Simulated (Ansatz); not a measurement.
# Re: response to strain

Consider Re in the hcp (Mg type) structure (space group P6_3/mmc, No. 194; a = 2.752 Å, c = 4.440 Å; relaxed with 0.1 eV smearing).

Strains are applied to the cell and any free atomic positions relax.

All numbers come from Kohn–Sham DFT with the PBEsol functional, run in Ansatz (a quantum-chemistry and plane-wave program) with PAW and 420 eV plane waves, no spin-orbit coupling.

Notes on the quantities. energy relative to the base: free energy F; pressure: mean of the normal stresses, compression positive.

| case | energy relative to the base | volume per atom | pressure |
|---|---|---|---|
| base | 0 meV/atom | 14.56 Å³ | 0.0 GPa |
| isotropic strain −3.00 % | +159 meV/atom | 13.29 Å³ | 43.5 GPa |
| isotropic strain −2.00 % | +68 meV/atom | 13.70 Å³ | 27.0 GPa |
| isotropic strain −1.50 % | +38 meV/atom | 13.91 Å³ | 19.6 GPa |
| isotropic strain −0.50 % | +4.1 meV/atom | 14.34 Å³ | 6.1 GPa |
| isotropic strain +0.50 % | +3.9 meV/atom | 14.78 Å³ | -5.7 GPa |
| isotropic strain +1.00 % | +15 meV/atom | 15.00 Å³ | -10.9 GPa |
| isotropic strain +1.50 % | +34 meV/atom | 15.22 Å³ | -15.8 GPa |
| isotropic strain +2.00 % | +60 meV/atom | 15.45 Å³ | -20.3 GPa |
| isotropic strain +2.50 % | +92 meV/atom | 15.68 Å³ | -24.5 GPa |

Whether these cells are dynamically stable was not tested. The final runs are not spin-polarised.
